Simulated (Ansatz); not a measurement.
## Ru: Ru → Pd

Consider Ru in the hcp (Mg type) structure (space group P6_3/mmc, No. 194; a = 2.6919 Å, c = 4.2457 Å).

It is then changed as follows: Pd takes the place of Ru on all its sites, then cell and atoms are relaxed.

Computed with PBEsol (Ansatz, a program for electronic structure), scalar-relativistic without spin-orbit coupling. Settings: 20×20×10 k-points, 0.05 eV Fermi–Dirac smearing, for the changed cell.

The volume per atom increases by 1.30 Å³ to 14.62 Å³ and the density decreases by 0.51 g/cm³ to 12.09 g/cm³. The lattice parameter a rises by 0.058 bohr to 5.145 bohr and the c/a ratio rises by 0.0964 to 1.674. The space group is still P6_3/mmc (No. 194) and the band gap remains zero.

Cost of the whole job for the changed cell (relaxation, final SCF and bands): very roughly 100 core-seconds.

No phonon test of stability was made. For Pd in this form, whether it has been made was not checked. All final runs are without spin polarisation. Pd lies near a magnetic instability that expansion can trigger; it was not tested. Pd has a high density of states at the Fermi level and may be magnetic at this level. This is not the structure that Pd has at room temperature and ambient pressure.
